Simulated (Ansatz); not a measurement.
**Response to strain in PbSe**

Start from PbSe in the rock salt structure (space group Fm-3m, No. 225; a = 6.178 Å). Axes: x, y, z lie along the cube axes.

Strains are applied to the cell and any free atomic positions relax.

Calculations: r2SCAN (Ansatz, a quantum-chemistry and plane-wave program; PAW; 500 eV plane waves; no spin-orbit coupling).

Notes on the quantities. pressure: mean of the normal stresses, compression positive; energy relative to the base: free energy F.

```csv
change,band gap,pressure,shortest interatomic distance,energy relative to the base
base,0.67 eV,-0.01 GPa,3.089 Å,0 meV/atom
uniaxial strain ε_zz = −3.00 %,0.53 eV,1.81 GPa,2.996 Å,+12 meV/atom
uniaxial strain ε_zz = −2.50 %,0.56 eV,1.47 GPa,3.012 Å,+8.2 meV/atom
uniaxial strain ε_zz = −2.00 %,0.59 eV,1.14 GPa,3.027 Å,+5.1 meV/atom
uniaxial strain ε_zz = −1.50 %,0.61 eV,0.83 GPa,3.043 Å,+2.8 meV/atom
uniaxial strain ε_zz = −1.00 %,0.63 eV,0.53 GPa,3.058 Å,+1.2 meV/atom
uniaxial strain ε_zz = −0.50 %,0.65 eV,0.26 GPa,3.074 Å,+0.3 meV/atom
```

Spin-orbit coupling, missing from the scalar runs, can matter with Pb. No phonon test of stability was made.
